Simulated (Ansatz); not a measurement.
Base system: an 18-atom supercell of TiSi2 (space group Cmcm, No. 63) at its relaxed geometry.

```
CELL_PARAMETERS angstrom
      1.75744    -6.67398    -3.55712
      7.02975     0.00000    -3.55712
     -1.75744    -6.67398     3.55712
ATOMIC_POSITIONS crystal
  Si 0.77329 0.58333 0.10663
  Si 0.10663 0.91667 0.77329
  Si 0.43996 0.25000 0.43996
  Si 0.22671 0.41667 0.89337
  Si 0.56004 0.75000 0.56004
  Si 0.89337 0.08333 0.22671
  Si 0.08376 0.58333 0.41709
  Si 0.41709 0.91667 0.08376
  Si 0.75043 0.25000 0.75043
  Si 0.91624 0.41667 0.58291
  Si 0.24957 0.75000 0.24957
  Si 0.58291 0.08333 0.91624
  Ti 0.43582 0.58333 0.76915
  Ti 0.76915 0.91667 0.43582
  Ti 0.10248 0.25000 0.10248
  Ti 0.56418 0.41667 0.23085
  Ti 0.89752 0.75000 0.89752
  Ti 0.23085 0.08333 0.56418
```

Computed with Kohn–Sham DFT with the PBEsol functional, run in Ansatz (an electronic-structure program) with PAW and 420 eV plane waves, without spin-orbit coupling.

One neutral defect a cell, atoms relaxed at fixed cell.

One change was made to it. Results:

```csv
quantity,base,after
largest displacement of a host atom from its site in the perfect cell,–,0.11 Å
pressure,0.0 GPa,3.9 GPa
```

Task: Which of these changes matches the shifts?
(A) H interstitial (started 1.67 Å from the nearest host atom)
(B) Ti on a Si site (antisite)
(C) Pt on a Si site

Result: C, Pt on a Si site. For comparison, the pressure in the other runs: H interstitial (started 1.67 Å from the nearest host atom) gives 2.0 GPa; Ti on a Si site (antisite) gives 3.2 GPa.

In so small a cell the defect repeats every few ångströms: this is an ordered compound, not a dilute defect. All final runs are without spin polarisation.
